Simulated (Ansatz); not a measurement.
## Input and output of a self-consistent single point for BN (F-43m, 2 atoms in the cell) (Ansatz)

Level of theory: PBE (plane waves, PAW; Ansatz, a first-principles code).

Input:

Ansatz 0.2 input:
```yaml
# BN
crystal:
  lattice:
    - [0.000000, 1.798462, 1.798462]
    - [1.798462, 0.000000, 1.798462]
    - [1.798462, 1.798462, 0.000000]
  atoms:
    - { symbol: B, position: [0.000000, 0.000000, 0.000000] }
    - { symbol: N, position: [0.250000, 0.250000, 0.250000] }
basis:
  ecutwfc: 420.0
kpoints:
  mp_grid: { grid: [12, 12, 12] }
hamiltonian:
  xc: pbe
  pseudopotentials: { kind: paw }
scf:
  occupations: { method: fermi_dirac, width: 0.02 }
output:
  forces: true
  eigenvalues: true
  stress: true
```

Log, with long lists cut:

```
WARN ansatz: RAYON_NUM_THREADS=1 ignored (pool sized by the plan → 1); use --threads N
Pseudopotentials: kind: paw
Pseudopotential: B, paw, valence charge 3
Pseudopotential: N, paw, valence charge 5
Crystal: 2 atoms, lattice volume = 11.634 Å³
Basis set: ecut = 420 eV, 259 PW (Γ), exchange–correlation on 36×36×36 points (8 copies of the dense FFT grid, shifted against one another)
Bands: 8, of which v1, the nominal top of the filled ones, is band 4 counted from 1 (3 counted from 0)
Symmetry: 24 space group operations
Space group: F-43m (ITA 216), of the structure as read, at distance tolerance 2.3e-5 Å
k-points: 72 of 1728 (time reversal used)
Initial density: superposition of atomic densities (neutral atoms: chi_scale 0, normalization atom), corrected by the library's trained network
Initial wavefunctions: pseudopotential atomic-orbital guess
Eigensolver: davidson
Functional: x = pbe(κ = 0.804, μ = 0.2195149727645171), c = pbe(β = 0.06672455060314922)
SCF iter   1: F=—  HF=-542.268057 eV  |F-HF|=—  |Δ(HF+E_count)|=         —  Δρ=1.50e-3  dr2=1.03e-4  ethr=1.77e-3  ⟨swp⟩=4.9  Hψ=3756  notcnv=0
all-band conjugate gradients solve this SCF's bands
preconditioner: auto → none
SCF iter   2: F=—  HF=-542.268244 eV  |F-HF|=—  |Δ(HF+E_count)|=   1.86e-4  Δρ=8.10e-4  dr2=2.12e-5  ethr=1.29e-6  ⟨swp⟩=2.0  Hψ=1440  notcnv=0
SCF iter   3: F=—  HF=-542.268315 eV  |F-HF|=—  |Δ(HF+E_count)|=   7.12e-5  Δρ=2.91e-4  dr2=7.12e-6  ethr=2.65e-7  ⟨swp⟩=2.6  Hψ=860  notcnv=0
iter 4 did not close the SCF: its close was put off for the readings that it lacked (scf_convergence_deferred on its scf_iter line)
SCF iter   4: F=-542.268318 eV  HF=-542.268318 eV  |F-HF|=4.07e-8  |Δ(HF+E_count)|=   3.58e-6  Δρ=2.84e-5  dr2=2.13e-8  ethr=8.90e-8  ⟨swp⟩=2.7  Hψ=907  notcnv=0
iter 5 did not close the SCF: its close was put off for the readings that it lacked (scf_convergence_deferred on its scf_iter line)
SCF iter   5: F=-542.268318 eV  HF=-542.268318 eV  |F-HF|=1.09e-8  |Δ(HF+E_count)|=   3.21e-8  Δρ=1.27e-5  dr2=4.41e-9  ethr=2.67e-10  ⟨swp⟩=1.3  Hψ=599  notcnv=0
SCF iter   6: F=-542.268318 eV  HF=-542.268318 eV  |F-HF|=1.17e-11  |Δ(HF+E_count)|=   1.20e-8  Δρ=1.13e-6  dr2=4.69e-11  ethr=5.51e-11  ⟨swp⟩=1.4  Hψ=1739  notcnv=0
SCF 1 converged in 6 iterations: F = -542.268318 eV  dr2 = 4.69e-11
SCF converged after 6 iterations
Free energy (F): -542.268318 eV
Harris-Foulkes:  -542.268318 eV  (|F-HF|=1.17e-11)
Internal energy: -542.268318 eV  (E = F + TS)
E sigma→0 (E₀):  -542.268318 eV
Fermi energy:    13.667068 eV
--- Per-component energies (eV) ---
  E_band       = 27.782614
  E_kinetic    = 186.517961
  E_local      = -173.821830  (includes V_loc(G=0)·N_el)
  E_nonlocal   = 56.712736
  E_hartree    = 48.719386
  E_xc         = -93.669222
  E_vxc        = -116.522648  (∫ρ·V_xc dr)
  E_paw        = -206.541774  (= ΣΔE_a)
  E_vpaw       = -22.542478  (= ΣTr[D̂ρ^β])
  E_aug_tail   = 0.000104  (compensation charges beyond the density's cutoff)
  E_ewald      = -360.185678
  E_smearing   = -0.000000  (= −TS)
  E_closure    = -0.000000  (closes the sum)
  Σ components = -542.268318   (vs F -542.268318, Δ=0.00e0)
--- Forces (eV/Å), atoms counted from 1 ---
  atom   1  B      0.00000000    -0.00000000    -0.00000000
  atom   2  N     -0.00000000    -0.00000000    -0.00000000
  max |Σ_I F_I| component: 6.48e-16 eV/Å
--- Stress (GPa, compression-positive) ---
        8.936074       0.000000       0.000000
       -0.000000       8.936074       0.000000
       -0.000000       0.000000       8.936074
  P = ⅓ Tr σ = 8.9361 GPa (89.361 kbar)
  The stress holds the Pulay correction. Without it, at fixed plane waves, as pw.x and ABINIT print it: P = 7.8565 GPa
--- Band table (eV; the first three rows and the last of 72) ---
  k-point 0: bands = ["-8.9803", "11.4230", "11.4230", "11.4230", "20.3261", "20.3261", "20.3261", "21.9899"]
  k-point 1: bands = ["-8.8090", "10.5039", "11.2408", "11.2408", "20.5535", "20.6048", "20.6048", "22.5453"]
  k-point 2: bands = ["-8.3018", "8.3815", "10.7937", "10.7937", "20.8974", "21.2500", "21.2500", "23.8620"]
  k-point 71: bands = ["-2.9807", "3.7716", "4.3460", "4.8148", "21.0935", "24.9005", "26.0269", "26.3164"]
```

The run converged in 6 iterations.

The starting cell has typed, rounded lattice constants, without a prior relaxation at this level. Its lattice was rescaled by up to half a per cent. With a pressure of about 9 GPa the cell is away from its equilibrium volume at this level. Ansatz's pressure includes its estimate of the finite-basis (Pulay) stress. Without the estimate this run gives 7.86 GPa.
